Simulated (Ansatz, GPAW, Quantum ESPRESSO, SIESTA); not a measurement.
## Code comparison for CuAu (P4/mmm, 2 atoms in the cell)

Self-consistent single point.

```
CELL_PARAMETERS angstrom
      2.78029     0.00000     0.00000
      0.00000     2.78029     0.00000
      0.00000     0.00000     3.49314
ATOMIC_POSITIONS crystal
  Cu 0.50000 0.50000 0.50000
  Au 0.00000 0.00000 0.00000
```

Shared settings, as Ansatz (a program for electronic structure) writes them: kpoints.mp_grid.grid = 5 5 4; scf.occupations.method = gaussian; scf.occupations.width = 0.136 eV. Potentials and cutoffs stand in the table.

```
code                                                                                                                                model  pressure (GPa)       cutoff
----------------  -----------------------------------------------------------------------------------------------------------------------  --------------  -----------
GPAW                                                                                         PBE, GPAW PAW datasets PBE (gpaw-data 1.0.1)           21.52       800 eV
Ansatz                                                                                                             PBE, default PAW files           19.12       420 eV
SIESTA            GGA PBE, numerical atomic orbitals DZP, PseudoDojo PBE standard norm-conserving potentials (rewritten from UPF to PSML)           17.06  grid 350 Ry
Quantum ESPRESSO                                                                           PBE, GBRV 1.5 ultrasoft (PBE) pseudopotentials           18.60        50 Ry
```

On Ansatz's run: spin-orbit coupling is off. Spin polarisation is off.

The spread over the programs that give each value: pressure within 4.46 GPa.

SIESTA uses small atom-centred bases, whose incompleteness enters pressures, forces and empty levels differently from a plane-wave cutoff. Ansatz's pressure is given at a fixed set of plane waves, as the other plane-wave codes print theirs; with its correction for the finite basis it is 19.23 GPa. In the pressure, GPAW (by 2.40) and SIESTA (by 2.06) lie more than 1 GPa from the median of the plane-wave programs.

On the base mesh (16 16 12) the same programs gave: Ansatz pressure 19.66 GPa; Quantum ESPRESSO pressure 19.15 GPa; GPAW pressure 22.07 GPa; SIESTA pressure 17.63 GPa.

The values differ from the base mesh's, so the mesh still matters here: the table compares the programs at equal settings.

The starting cell comes from a database of computed structures (which also holds hypothetical and non-ambient phases and stackings), without a prior relaxation at this level. Its lattice was rescaled by a random factor within 2.5 % of one.

Left out of this page: ABINIT (with a known weakness of the program); Elk and FLEUR (not drawn, or without a comparable value).

Keys are those of Ansatz 0.2.
